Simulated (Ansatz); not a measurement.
Amorphous Hf₁₈O₃₈Sn, 57 atoms at 8.84 g/cm³, one PBE-relaxed geometry, zone centre. Methods: PBE, scalar-relativistic without spin-orbit coupling (Ansatz, an electronic-structure program); r2SCAN, scalar-relativistic without spin-orbit coupling (Ansatz); HSE06, scalar-relativistic without spin-orbit coupling (Ansatz). Plane waves to 420 eV (r2SCAN 500 eV); exact exchange is cut at the cell's faces. At PBE the levels at the filled edge of the gap are localised (band-tail or defect states), and the nearest spread-out levels lie 3.7 eV apart at the zone centre. All rungs ran without spin polarisation.

It comes from a melt-quench run on a machine-learned potential (CHGNet), relaxed afterwards by DFT. O atoms were pushed apart under 1.9 Å during the dynamics, to hinder bonds among them. The hot cell started wider than the set density and was brought back towards it in steps. It is the lowest in DFT energy of 2 quenches. It is a model cell: composition and starting density were chosen by hand, and all elements were melted together. No dispersion term was used. Its density started from a set value of 8.84 and ended at 8.84 g/cm³. The simulated quench (nominally 380 K/ps over its main leg) is rapid and tends to freeze in more defects than a deposited or slowly cooled glass has. One small periodic cell is one sample of the glass; other quenches scatter about these values. The volume was held where the preparation left it and the shape relaxed, at a PBE pressure of -3.6 GPa (tension). Stress components on the final sampling reach 3.7 GPa.

The relaxation ran on the zone centre alone. At PBE the level gap is 3.33 eV on a 2×2×2 Γ-centred mesh, and the spacing at the zone centre alone 3.35 eV.

What zone-centre spacing does r2SCAN give, roughly?

3.86 eV (+0.51 eV against PBE).

What zone-centre spacing does HSE06 give, roughly?

4.91 eV (+1.56 eV against PBE).

The highest filled and the lowest empty state spread over these numbers of atoms (participation numbers): PBE: 7.2 and 17.3; r2SCAN: 6.9 and 19.3; HSE06: 6.9 and 20.0.
